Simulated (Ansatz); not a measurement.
Take CsPbCl3 in the cubic perovskite structure (space group Pm-3m, No. 221; a = 5.5209 Å) as the base. Axes: x, y, z lie along the cube axes.

Method: Ansatz (an electronic-structure program) LDA, spin-orbit coupling left out.

Base values:

```
Item        Value
--------  -------
Band gap  1.53 eV
```

Perturbation: a pure shear with ε_xy = ε_yx = 0.0033; the atoms relax in the strained cell.

Q: How does this affect the band gap?

A: The band gap drops by 0.015 eV, from 1.53 eV to 1.51 eV.

Spin-orbit coupling, missing from the scalar runs, can matter with Pb. Whether these cells are dynamically stable was not tested. Many cubic perovskites are stable only at high temperature; tilts and polar distortions were not tested. This is not the structure that CsPbCl3 has at room temperature and ambient pressure.
